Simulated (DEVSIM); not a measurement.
Structure: Ti/Si3N4/SiO2/p-Si capacitor, at 400 K.

```
layer (left to right)  material  thickness (nm)  Na (cm⁻³)
---------------------  --------  --------------  ---------
1                         Si3N4            27.0          -
2                          SiO2            1.40          -
3                            Si            6100       9e15
```

Metal gate on the left, work function 4.33 eV. Fixed charge at the semiconductor interface -2.5e10 cm⁻² (in units of +e); no interface traps.

This is a model device: material constants are rounded textbook-type values typed into the input, and sizes, dopings and lifetimes were drawn at random. Values at 300 K; Nc and Nv go as T^1.5, mobilities as T to minus their exponent, the gap by Varshni's rule with the affinity fixed.

```tsv
parameter	Si3N4	SiO2	Si
gap (eV)	5.1	9	1.124
affinity (eV)	2.1	0.9	4.05
permittivity	7.5	3.9	11.7
Nc (cm⁻³)	-	-	2.86e19
Nv (cm⁻³)	-	-	3.1e19
Varshni α (eV/K)	-	-	0.000473
Varshni β (K)	-	-	636
```

DEVSIM, 1D Poisson equation in equilibrium, Boltzmann statistics, complete ionisation; no quantum confinement or tunnelling. Metal contacts follow the ideal Schottky-Mott rule: no Fermi-level pinning, no interface dipoles.

The temperature was swept, all else fixed.

| temperature (K) | threshold voltage (band bending 2φF) (V) | flat-band voltage (V) | minimum of the low-frequency capacitance (μF/cm²) |
|---|---|---|---|
| 250 | 0.35 | -0.67 | 0.0295 |
| 300 | 0.29 | -0.62 | 0.0317 |
| 350 | 0.24 | -0.56 | 0.0347 |
| 400 | 0.18 | -0.50 | 0.0397 |
| 450 | 0.12 | -0.44 | 0.0452 |
| 500 | 0.05 | -0.38 | 0.0561 |

From the first row to the last the threshold voltage (band bending 2φF) goes from 0.35 to 0.05. From the first row to the last the flat-band voltage goes from -0.67 to -0.38.
